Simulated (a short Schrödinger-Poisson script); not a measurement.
Structure: MOS inversion layer, SiO2 on p-type Ge(111), at 400 K.

```tsv
layer	material	thickness (nm)	Na (cm⁻³)
1	SiO2	0.9	-
2	Ge	880	2.2e17
```

The device is made up for the run: typed textbook-type constants, with dimensions and the other settings drawn at random. SiO2: permittivity 3.9, conduction-band edge (eV) 3.1, gap (eV) 9, electron mass (mₑ) 0.5. Ge: permittivity 16, conduction-band edge (eV) 0, gap (eV) 0.664, Nv at 300 K (cm⁻³) 6e18.

Channel valleys (confinement mass, in-plane density-of-states mass, number): L1 1.59, 0.08, 1; L3 0.09, 0.34, 3. At the gate the conduction-band edge of layer 1 lies 3.37 eV − eVg above the Fermi level of the channel; the field vanishes at the back. Gaps are held at their typed values at every temperature. Mesh 0.03 nm at interfaces.

Solved with a short Schrödinger-Poisson script written for these runs: 1D Poisson equation in equilibrium, electrons classical, Fermi-Dirac, parabolic valleys, classical holes, full ionisation, no traps, pinning or gate leakage.

The same stack at other levels of the model or other numerical settings:

```tsv
run	sheet density of all electrons at Vg = 1.05 V (cm⁻²)	sheet density of all electrons at Vg = 0.45 V (cm⁻²)	capacitance at Vg = 1.05 V (μF/cm²)	centroid of the channel electrons at Vg = 1.05 V (nm)	rough cost against the base
base	1.30e13	2.52e12	3.00	1.24	about 1
electrons treated as classical, Boltzmann	1.45e13	2.64e12	3.46	0.82	0.2
electrons treated as quantum, Hartree	1.10e13	…	2.72	2.13	6
mesh six times as coarse	1.28e13	…	2.95	…	0.3
```

Q: Fill in the missing entries.

A: 
- mesh six times as coarse, centroid of the channel electrons at Vg = 1.05 V (nm): 1.33
- electrons treated as quantum, Hartree, sheet density of all electrons at Vg = 0.45 V (cm⁻²): 1.84e12
- mesh six times as coarse, sheet density of all electrons at Vg = 0.45 V (cm⁻²): 2.47e12

The classical rows ignore confinement, and Boltzmann statistics overrate the density once the band edge passes the Fermi level.

Only the L valleys are kept; under strong confinement the Δ valleys of Ge fill too.
